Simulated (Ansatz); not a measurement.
We consider cubic perovskite SrVO3, described by PBEsol-D3(BJ) (Ansatz, a program for electronic structure, PAW).

Numerical settings: plane-wave cutoff 520 eV, 14×14×14 k mesh, Fermi–Dirac smearing 0.05 eV, no spin polarisation, scalar-relativistic PAW data made under PBE.

Energies at three volumes about the minimum:

```tsv
V (Å³/atom)	E − E_lowest (meV/atom)
10.630	2.95
10.847	0.00
11.064	2.74
```

Task: Fit a parabola by hand: where is the minimum, what lattice constant follows, and what is the bulk modulus?

Result: Slopes: (0.00 − 2.95)/(10.847 − 10.630) = -13.594 and (2.74 − 0.00)/(11.064 − 10.847) = 12.627 meV/Å³. Curvature E″ = 2 × (12.627 − (-13.594))/(11.064 − 10.630) = 120.834 meV/Å⁶. From the middle of the first interval, the slope vanishes at V0 = 10.7385 − (-13.594)/120.834 = 10.851 Å³/atom. B = V0 E″ = 10.851 × 120.834 meV/Å³ × 0.1602 GPa per meV/Å³ = 210 GPa. With 5 atoms in the cube, a = (5 × 10.851)^(1/3) = 3.786 Å. The full Birch–Murnaghan fit to all volumes gives V0 = 10.847 Å³/atom and B0 = 210 GPa.

Measured, for comparison: lattice constant a 3.842 Å (temperature not stated, no zero-point or thermal correction; as tabulated in Marks et al. (2021), arXiv:2103.05797).
